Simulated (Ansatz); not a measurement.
The starting structures come from a database of crystals and need not be the phases stable at ambient conditions.

 Where the default PAW files enter, the runs use the earlier of Ansatz's two default sets.

Given:

```
AlGaN2
1.0
    5.44778     0.00000     0.00000
    2.72389     5.33399     0.00000
    2.72389    -0.46367     1.50273
Al Ga N
1 1 2
Direct
  0.00074   0.99926   0.99926
  0.83616   0.49717   0.49717
  0.22153   0.11180   0.11180
  0.37184   0.62816   0.62816
```

Space group of this cell: P3m1. The cell is taken as given.

Transport runs along the normal of the first two printed cell vectors, the (111) plane of the conventional cell.

The gap is the functional's own. No spin-orbit coupling. Mid-gap values are interpolated on the energy grid.

### Question
Estimate the band gap and the smallest decay constant κ at mid-gap that r2SCAN (Ansatz, a quantum-chemistry and plane-wave program) returns for this system.

### Answer
Gap 3.37 eV on a 20×20×20 mesh; κ = 0.224 1/Å, at the zone centre.
